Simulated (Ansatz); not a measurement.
# Ag (Fm-3m): band-structure transport figures

Here is the system:

```yaml
crystal:
  lattice:
    - [0.00000, 2.02750, 2.02750]
    - [2.02750, 0.00000, 2.02750]
    - [2.02750, 2.02750, 0.00000]
  atoms:
    - { symbol: Ag, position: [0.00000, 0.00000, 0.00000] }
```

These are PBEsol, rigid bands (plane waves, PAW, scalar-relativistic; Ansatz, a quantum-chemistry and plane-wave program) values and carry that method's errors. How the cell was made: cell and atoms relaxed with PBEsol.

The density of states at the Fermi level comes out as 0.263 states/(eV·cell), both spins, the bare Sommerfeld coefficient is 0.62 mJ/(mol of atoms·K²) and the drude plasma energy is 9.2 eV. The root-mean-square Fermi velocity is 1.4e6 m/s and the resistivity times τ is 5.8 ×10⁻²² Ω·m·s. The resistivity times mean free path is 8.4 ×10⁻¹⁶ Ω·m².

A metal at this level (no band gap); rigid bands, thermally averaged at 300 K, both spins. Spin-orbit coupling is left out. τ is one relaxation time for all states; the product of resistivity and mean free path takes one path for all states instead.
